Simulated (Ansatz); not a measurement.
**Smallest direct gap on the k points sampled of V2Se9 (C2/c, No. 15, 22 atoms in the cell; start mp-28256) at several levels of theory**

No measured value is used here.

```json
[
 {"level (code)": "LDA (Ansatz)", "value (eV)": "0.42"},
 {"level (code)": "PBEsol+SOC (Ansatz)", "value (eV)": "…"},
 {"level (code)": "r²SCAN+SOC (Ansatz)", "value (eV)": "0.70"}
]
```

Problem. What belongs in the gaps?

Solution. 
- PBEsol+SOC (Ansatz, an electronic-structure program), value (eV): 0.45

At these levels the smallest gap is indirect and lower: LDA 0.36, PBEsol+SOC 0.39, r²SCAN+SOC 0.63 eV. Computed values are for a static lattice. Levels without +SOC have no spin–orbit coupling; where heavier elements are present it shifts gaps, mostly down, and can invert bands.  Values are at the PBE-D3(BJ) cell. Cutoffs differ between the levels. Ansatz's density-functional and Hartree–Fock values are scalar-relativistic unless marked +SOC, with PAW data made under PBE.

A start named mp-… is a Materials Project structure, which need not be a measured phase.
